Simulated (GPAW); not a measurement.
# Converging the k-point mesh at a smearing width of 0.05 eV: Mo (Im-3m, 1 atom in the cell)

```
Mo
1.0
   -1.56713     1.56713     1.56713
    1.56713    -1.56713     1.56713
    1.56713     1.56713    -1.56713
Mo
1
Direct
  0.00000   0.00000   0.00000
```

Method: LDA (Perdew-Wang 92), GPAW PAW datasets LDA (gpaw-data 1.0.1) (plane waves; GPAW).

Base settings: mode = pw; ecut = 550 eV; xc = LDA; kpts = 11 11 11; mesh shift (steps) = 0 0 0; occupations.name = fermi-dirac; occupations.width = 0.1 eV; nbands = -9; convergence.forces = 0.001 eV/Å; symmetry.symmorphic = false.

In this ladder: occupations.width = 0.05 eV.

The second cell is the first with its lattice scaled by 0.98.

Only quantities that move along the ladder and can be compared are tabulated.

The count of work is k-points × plane waves × bands × iterations; it is no time. Core times come from one kind of shared machine, to one figure; runs under 30 s give none.

The starting cell has typed, rounded lattice constants, without a prior relaxation at this level. Its lattice was rescaled by up to half a per cent. Spin polarisation is off. In the base run, with a pressure of about -7 GPa the cell is away from its equilibrium volume at this level.

```csv
kpts,free energy less the last step's (meV/atom),energy of the compressed cell less the first (meV/atom),pressure (GPa),count of work / last,core time / last (rough)
5 5 5,-37.90,-7.13,-9.70,0.0094,–
6 6 6,-62.93,7.90,-7.45,0.014,–
8 8 8,22.89,10.07,-6.74,0.028,–
9 9 9,-16.60,7.37,-7.47,0.033,–
11 11 11,22.62,7.51,-7.02,0.049,–
13 13 13,-4.20,6.40,-7.52,0.073,–
16 16 16,-4.32,7.33,-7.34,0.13,–
19 19 19,-0.28,7.86,-7.25,0.19,–
24 24 24,-0.01,8.52,-7.19,0.33,0.4
29 29 29,0.89,8.94,-7.11,0.60,0.7
35 35 35,0.00,8.65,-7.15,1.0,1
```

Coarsest kpts that holds the pressure within 1 GPa of the last step, with all finer ones: 6 6 6, at 0.014 of the last step's count of work; the step before is off by 2.5 GPa.

Coarsest kpts that holds the energy of the compressed cell less the first within 2 meV/atom of the last step, with all finer ones: 16 16 16, at 0.13 of the last step's count of work; the step before is off by 2.3 meV/atom.

Coarsest kpts that holds the free energy within 2 meV/atom of the last step, with all finer ones: 19 19 19, at 0.19 of the last step's count of work; the step before is off by 4.3 meV/atom.

Two neighbours can agree and both be off: 13 13 13 and 16 16 16 differ by 0.11 meV/atom in the free energy, yet lie about 4.3 meV/atom from the last step.
